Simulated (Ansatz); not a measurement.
Consider CdSe in the zinc blende structure (space group F-43m, No. 216; a = 6.133 Å).

Structures relaxed with r2SCAN in Ansatz (plane waves to 500 eV, PAW, without spin-orbit coupling).

Base:

Simulated powder pattern, Mo Kα, λ = 0.71073 Å (kinematic, ideal powder, no thermal factors, no anomalous dispersion; the 8 strongest lines at most, above 2 %, up to 2θ = 40°):

| 2θ (°) | I/Imax (%) | hkl |
|---|---|---|
| 11.52 | 100 | (111) |
| 18.86 | 81 | (220) |
| 22.16 | 53 | (311) |
| 26.80 | 15 | (400) |
| 29.26 | 23 | (331) |
| 32.98 | 30 | (422) |
| 35.04 | 17 | (511) |
| 38.27 | 9.1 | (440) |

It is then changed as follows: Br takes the place of Se on all its sites; the structure is relaxed again.

Task: Where do the lines fall after the change?

Result: 
Simulated powder pattern, Mo Kα, λ = 0.71073 Å (kinematic, ideal powder, no thermal factors, no anomalous dispersion; the 8 strongest lines at most, above 2 %, up to 2θ = 40°):

| 2θ (°) | d (Å) | I/Imax (%) | hkl |
|---|---|---|---|
| 10.44 | 3.906 | 100 | (111) |
| 17.09 | 2.392 | 84 | (220) |
| 20.06 | 2.040 | 55 | (311) |
| 24.26 | 1.691 | 16 | (400) |
| 26.47 | 1.552 | 24 | (331) |
| 29.82 | 1.381 | 33 | (422) |
| 31.68 | 1.302 | 19 | (511) |
| 36.21 | 1.144 | 18 | (531) |

The indices refer to each structure's own conventional cell; one index is shown for lines that coincide.

No phonon test of stability was made. As relaxed here, CdBr is a hypothetical phase, not in the database extracts checked. The final runs are not spin-polarised. An odd electron count without spin: CdBr.

Ansatz is a first-principles code.
